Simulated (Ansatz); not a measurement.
# A computed series for Sr3AsN: pressure series

The parent structure is Sr3AsN in the anti-perovskite structure (space group Pm-3m, No. 221; a = 5.041 Å; a cell from a computed database, its experimental status unchecked).

Cell and atoms are relaxed at each pressure.

Calculations: Kohn–Sham DFT with the PBEsol functional, run in Ansatz (a program for electronic structure) with PAW and 420 eV plane waves, no spin-orbit coupling.

Computed cases, in order: pressure −2 GPa; pressure −1 GPa; 0 GPa (base); pressure 0.3 GPa; pressure 0.7 GPa; pressure 1.5 GPa; pressure 3 GPa; pressure 5 GPa; pressure 7.5 GPa; pressure 10 GPa.

Task: Between which two neighbouring cases does the band gap open or close?

Result: Between pressure 7.5 GPa (0.08 eV) and pressure 10 GPa (zero). The whole series: pressure −2 GPa: 0.38 eV; pressure −1 GPa: 0.42 eV; 0 GPa (base): 0.38 eV; pressure 0.3 GPa: 0.36 eV; pressure 0.7 GPa: 0.35 eV; pressure 1.5 GPa: 0.31 eV; pressure 3 GPa: 0.25 eV; pressure 5 GPa: 0.17 eV; pressure 7.5 GPa: 0.08 eV; pressure 10 GPa: zero.

A case with no gap was solved on a k-mesh chosen for an insulator, which is coarse for it. Load acts through the strain it causes; cell and atoms are relaxed under it. Whether these cells are dynamically stable was not tested. Competing high-pressure phases were not computed. All final runs are without spin polarisation. The zero or small gap of Sr3AsN under pressure 3 GPa, Sr3AsN under pressure 5 GPa, Sr3AsN under pressure 7.5 GPa and Sr3AsN under pressure 10 GPa can change with the level of theory.
